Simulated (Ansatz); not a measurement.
The structure below was relaxed with PBEsol (Ansatz, a first-principles code; PAW; 420 eV plane waves; spin-orbit coupling left out), earlier PAW set.

Space group Fd-3m, origin choice 1 (No. 227); a = b = c = 3.554 Å, α = β = γ = 90.00°

```json
[
 {"atom": "C", "site": "8b", "symmetry": "-43m", "x": "0.5000", "y": "0.5000", "z": "0.5000"}
]
```

Task: Write out a cell with all atoms.

Result: 
```
C
1.0
    3.55366     0.00000     0.00000
    0.00000     3.55366     0.00000
    0.00000     0.00000     3.55366
C
8
Direct
  0.00000   0.00000   0.50000
  0.25000   0.75000   0.25000
  0.00000   0.50000   0.00000
  0.25000   0.25000   0.75000
  0.50000   0.00000   0.00000
  0.75000   0.75000   0.75000
  0.50000   0.50000   0.50000
  0.75000   0.25000   0.25000
```
This is the conventional cell.

Stability against distortions was not tested. The cell was made from Sn by this change: Sn → C.
